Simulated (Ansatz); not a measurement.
Input and output of a self-consistent single point for AgAu₃ (I4mm, 4 atoms in the cell) (Ansatz, an electronic-structure program).

Method: PBEsol, harder PAW files (source: ansatz) made with PBE (plane waves; Ansatz).

The change in words: lattice scaled by 0.98; basis.ecutwfc: 420 eV → 925 eV; hamiltonian.pseudopotentials: {kind: paw} (the program's default PAW files) → {kind: paw, source: ansatz}. Reference geometry:
```xyz
4
Lattice="-2.0463 2.0463 4.1419 2.0463 -2.0463 4.1419 2.0463 2.0463 -4.1419" Properties=species:S:1:pos:R:3 pbc="T T T"
Ag     0.0000     0.0000     0.0500
Au     0.0000     2.0463     2.0710
Au     2.0463     0.0000     2.0710
Au     0.0000     0.0000     4.1419
```

Reference input (self-consistent single point, DFT, PBEsol, plane waves, default PAW files made with PBE): basis.ecutwfc = 420 eV; kpoints.mp_grid.grid = 8 8 8; hamiltonian.xc = pbesol; hamiltonian.pseudopotentials = {kind: paw} (the program's default PAW files); scf.occupations.method = fermi_dirac; scf.occupations.width = 0.1 eV. This run's input differs from it in these lines:

Ansatz 0.2 input:
```diff
@@ -3,5 +3,5 @@
   lattice:
-    - [-2.046323, 2.046323, 4.141932]
-    - [2.046323, -2.046323, 4.141932]
-    - [2.046323, 2.046323, -4.141932]
+    - [-2.005397, 2.005397, 4.059093]
+    - [2.005397, -2.005397, 4.059093]
+    - [2.005397, 2.005397, -4.059093]
   atoms:
@@ -12,3 +12,3 @@
 basis:
-  ecutwfc: 420.0 eV
+  ecutwfc: 925.0 eV
 kpoints:
@@ -17,3 +17,3 @@
   xc: pbesol
-  pseudopotentials: { kind: paw }
+  pseudopotentials: { kind: paw, source: ansatz }
 scf:
```

The program printed (abridged):

```
SCF iter   1: F=—  HF=-46653.522895 eV  |F-HF|=—  |Δ(HF+E_count)|=         —  Δρ=1.23e-1  dr2=1.44e1  ethr=3.10e-3  ⟨swp⟩=6.1  Hψ=8997  notcnv=0  defer=20
all-band conjugate gradients solve this SCF's bands
preconditioner: auto → Kerker (q_TF=auto, 2.798 Å⁻¹)
SCF iter   2: F=—  HF=-46650.187136 eV  |F-HF|=—  |Δ(HF+E_count)|=    3.34e0  Δρ=4.12e-2  dr2=1.83e0  ethr=3.10e-3  ⟨swp⟩=3.3  Hψ=5454  notcnv=0  defer=107
   [... lines left out ...]
SCF iter   7: F=—  HF=-46649.563322 eV  |F-HF|=—  |Δ(HF+E_count)|=   4.77e-5  Δρ=2.64e-4  dr2=4.83e-5  ethr=3.82e-7  ⟨swp⟩=2.1  Hψ=3831  notcnv=0  defer=113
SCF iter   8: F=—  HF=-46649.563489 eV  |F-HF|=—  |Δ(HF+E_count)|=   1.67e-4  Δρ=7.20e-5  dr2=5.24e-6  ethr=6.36e-8  ⟨swp⟩=2.0  Hψ=4242  notcnv=0  defer=113
SCF iter   9: F=—  HF=-46649.563487 eV  |F-HF|=—  |Δ(HF+E_count)|=   1.24e-6  Δρ=1.88e-5  dr2=3.35e-7  ethr=6.90e-9  ⟨swp⟩=2.1  Hψ=3828  notcnv=0  defer=113
SCF iter  10: F=-46649.563487 eV  HF=-46649.563487 eV  |F-HF|=3.87e-9  |Δ(HF+E_count)|=   8.11e-8  Δρ=3.78e-6  dr2=9.79e-9  ethr=1.32e-10  ⟨swp⟩=12.7  Hψ=14512  notcnv=0
SCF 1 converged in 10 iterations: F = -46649.563487 eV  dr2 = 9.79e-9
Free energy (F): -46649.563487 eV
Internal energy: -46649.527645 eV  (E = F + TS)
E sigma→0 (E₀):  -46649.545566 eV
Entropy (-TS):   -0.035842 eV (-8.961 meV/atom)
Fermi energy:    21.292108 eV
--- Forces (eV/Å), atoms counted from 1 ---
  atom   1  Ag    -0.00000000     0.00000000    -0.35450033
  atom   2  Au     0.00000000     0.00000000     0.20744884
  atom   3  Au     0.00000000    -0.00000000     0.20744884
  atom   4  Au    -0.00000000    -0.00000000    -0.06038951
--- Stress (GPa, compression-positive) ---
        6.139978       0.000000      -0.000000
        0.000000       6.139978       0.000000
       -0.000000       0.000000       6.484770
  P = ⅓ Tr σ = 6.2549 GPa (62.549 kbar)
  The stress holds the Pulay correction. Without it, at fixed plane waves, as pw.x and ABINIT print it: P = 6.2482 GPa
```

The run converged in 10 iterations. Against the reference run the pressure goes from -3.73 to 6.25 GPa and the largest force goes from 0.255 to 0.355 eV/Å.

The starting cell comes from a database of computed structures (which also holds hypothetical and non-ambient phases and stackings), without a prior relaxation at this level. Its lattice was rescaled by up to half a per cent. One atom was moved a little off its site on purpose. For this run, on top of that: lattice scaled by 0.98. Ansatz's pressure includes its estimate of the finite-basis (Pulay) stress.

Cost on one core of a shared machine: roughly 50 s.
